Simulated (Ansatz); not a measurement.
A self-consistent single point of MgS (I4mm, 2 atoms in the cell) with Ansatz (an electronic-structure program).

Level of theory: LDA (PW92), default PAW files made with PBE (plane waves; Ansatz).

```xyz
2
Lattice="0.0000 2.6078 2.6078 2.6078 0.0000 2.6078 2.6078 2.6078 0.0000" Properties=species:S:1:pos:R:3 pbc="T T T"
Mg     0.0000     0.0000     0.0500
S      2.6078     2.6078     2.6078
```

Reference input (self-consistent single point, DFT, LDA (PW92), plane waves, default PAW files made with PBE): basis.ecutwfc = 420 eV; kpoints.mp_grid.grid = 8 8 8; hamiltonian.xc = lda; hamiltonian.pseudopotentials = {kind: paw} (the program's default PAW files); scf.occupations.method = fermi_dirac; scf.occupations.width = 0.05 eV. This run's input differs from it in these lines:

Ansatz 0.2 input:
```diff
@@ -12,3 +12,3 @@
 kpoints:
-  mp_grid: { grid: [8, 8, 8] }
+  mp_grid: { grid: [6, 6, 6] }
 hamiltonian:
```

Log, with long lists cut:

```
SCF iter   1: F=—  HF=-2774.157659 eV  |F-HF|=—  |Δ(HF+E_count)|=         —  Δρ=6.63e-3  dr2=9.04e-3  ethr=1.77e-3  ⟨swp⟩=6.2  Hψ=2156  notcnv=0
all-band conjugate gradients solve this SCF's bands
preconditioner: auto → none
SCF iter   2: F=—  HF=-2774.151903 eV  |F-HF|=—  |Δ(HF+E_count)|=   5.76e-3  Δρ=2.55e-3  dr2=1.23e-3  ethr=5.65e-5  ⟨swp⟩=2.3  Hψ=832  notcnv=0
SCF iter   3: F=—  HF=-2774.151306 eV  |F-HF|=—  |Δ(HF+E_count)|=   5.97e-4  Δρ=3.82e-4  dr2=2.77e-5  ethr=7.70e-6  ⟨swp⟩=2.0  Hψ=459  notcnv=0
SCF iter   4: F=—  HF=-2774.151296 eV  |F-HF|=—  |Δ(HF+E_count)|=   1.03e-5  Δρ=2.83e-5  dr2=1.97e-7  ethr=1.73e-7  ⟨swp⟩=2.0  Hψ=474  notcnv=0
iter 5 did not close the SCF: its close was put off for the readings that it lacked (scf_convergence_deferred on its scf_iter line)
SCF iter   5: F=-2774.151295 eV  HF=-2774.151295 eV  |F-HF|=4.42e-9  |Δ(HF+E_count)|=   7.88e-8  Δρ=5.89e-6  dr2=9.35e-9  ethr=1.23e-9  ⟨swp⟩=2.7  Hψ=595  notcnv=0
SCF iter   6: F=-2774.151295 eV  HF=-2774.151295 eV  |F-HF|=1.67e-10  |Δ(HF+E_count)|=   2.25e-9  Δρ=1.50e-6  dr2=3.76e-10  ethr=5.84e-11  ⟨swp⟩=2.0  Hψ=1087  notcnv=0
SCF 1 converged in 6 iterations: F = -2774.151295 eV  dr2 = 3.76e-10
Free energy (F): -2774.151295 eV
Internal energy: -2774.151295 eV  (E = F + TS)
E sigma→0 (E₀):  -2774.151295 eV
Fermi energy:    7.384137 eV
--- Forces (eV/Å), atoms counted from 1 ---
  atom   1  Mg     0.00000000     0.00000000    -0.12124313
  atom   2  S     -0.00000000     0.00000000     0.12124228
--- Stress (GPa, compression-positive) ---
       -3.754923       0.000000       0.000000
        0.000000      -3.754923       0.000000
        0.000000       0.000000      -3.466275
  P = ⅓ Tr σ = -3.6587 GPa (-36.587 kbar)
  The stress holds the Pulay correction. Without it, at fixed plane waves, as pw.x and ABINIT print it: P = -3.6680 GPa
```

The run converged in 6 iterations. Against the reference run the free energy rises by 1.5 meV/atom, the pressure moves little (-3.68 to -3.66 GPa), the largest force stays at 0.121 eV/Å and the gap on the mesh hardly changes (2.546 to 2.543 eV).

The starting cell has typed, rounded lattice constants, without a prior relaxation at this level. Its lattice was rescaled by up to half a per cent. One atom was moved a little off its site on purpose. With a pressure of about -4 GPa the cell is away from its equilibrium volume at this level. Ansatz's pressure includes its estimate of the finite-basis (Pulay) stress.
